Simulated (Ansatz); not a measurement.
**Effect of uniaxial stress, 0.5 GPa tension along z on BeTe**

Consider BeTe in the zinc blende structure (space group F-43m, No. 216; a = 5.6569 Å). Axes: x, y, z lie along the cube axes.

Now apply this change: uniaxial stress, 0.5 GPa tension along z; all other stress components relax to zero.

All numbers come from r2SCAN (Ansatz, an electronic-structure program, PAW, scalar-relativistic without spin-orbit coupling). k-mesh 10×10×10 (Γ-centred); smearing 0.05 eV (Fermi–Dirac).

```tsv
quantity	base	changed	shift
volume per atom	22.63 Å³	22.69 Å³	+0.06 Å³
shortest interatomic distance	245.0 pm	245.2 pm	+0.2 pm
energy relative to the base (free energy F)	0 meV/atom	+0.2 meV/atom	+0.2 meV/atom
band gap	2.38 eV	2.35 eV	-0.03 eV
gap character	–	indirect, Γ → X	–
smallest direct gap	4.04 eV	4.02 eV	-0.02 eV
electron mass	2.1 mₑ along k, 0.25 mₑ across (at X)	2.1 mₑ along k, 0.25 mₑ across (at X)	–
valence-band top at Γ (three highest levels, from the VBM)	0.00, 0.00, 0.00 eV	0.00, 0.00, -0.04 eV	–
valley order (the lowest conduction-band minima on the path, energy above the VBM, named in the base's zone)	X along ⟨100⟩ 2.38 eV; L along ⟨111⟩ 3.51 eV	X along [010] 2.35 eV; X along [001] 2.40 eV; L along [111] 3.49 eV	–
strain response (xx, yy, zz)	–	(−0.17, −0.17, +0.62) %	–
```

With Te present, leaving out spin-orbit coupling can change the band edges. Masses are band curvatures over ±0.01 Å⁻¹ around the edge. Along k means along the line from Γ to the band edge. Beyond what the load breaks, stability against distortions was not tested. k-point labels follow each cell's own Brillouin zone.
